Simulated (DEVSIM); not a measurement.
# abrupt GaAs p-n junction

System: abrupt GaAs p-n junction, at 300 K.

| layer (left to right) | material | thickness (μm) | Nd (cm⁻³) | Na (cm⁻³) | τn (s) | τp (s) |
|---|---|---|---|---|---|---|
| 1 | GaAs | 0.460 | - | 7.5e15 | 6.9e-10 | 6.9e-10 |
| 2 | GaAs | 19.0 | 1.3e15 | - | 6.9e-10 | 6.9e-10 |

Left contact: ohmic. Right contact: ohmic. Voltage is applied to the left contact. Recombination: SRH at mid-gap, radiative. Mobility is constant in doping.

Constants are typed, rounded textbook-type inputs, not results; the design itself was drawn at random and stands for no fabricated device. Values at 300 K.

```tsv
parameter	GaAs
gap (eV)	1.424
affinity (eV)	4.07
permittivity	12.9
Nc (cm⁻³)	4.7e17
Nv (cm⁻³)	9e18
μn (cm²/Vs)	8500
μp (cm²/Vs)	400
B (cm³/s)	2e-10
```

DEVSIM, 1D drift-diffusion, Boltzmann statistics, complete ionisation; no tunnelling, impact ionisation, image-force lowering or self-heating.

```json
{
  "potential_step_across_the_device_at_zero_bias": "1.088 V",
  "largest_field_in_the_device_at_zero_bias": "18000 V/cm",
  "Dark forward voltage at 1 A/cm²": "0.899 V",
  "Dark forward voltage at 100 A/cm²": "1.132 V"
}
```

Dark forward current:

(V (V), J (A/cm²)): (0.05, 3.0e-9); (0.15, 3.0e-8); (0.25, 2.3e-7); (0.35, 1.7e-6); (0.45, 1.3e-5); (0.55, 0.00010); (0.65, 0.00086); (0.75, 0.0095); (0.85, 0.19); (0.95, 5.3); (1.00, 19); (1.10, 78); (1.20, 160); (1.30, 240); (1.40, 330); (1.50, 430); (1.60, 530); (1.70, 630); (1.80, 730); (1.90, 830)

Small-signal capacitance in reverse bias (quasi-static):

```csv
V (V),C (nF/cm²)
-0.1,9.44
-0.25,8.88
-0.5,8.12
-0.75,7.53
-1,7.05
-1.5,6.32
-2,5.78
-2.5,5.35
-3.25,4.86
-4,4.49
-5,4.11
```
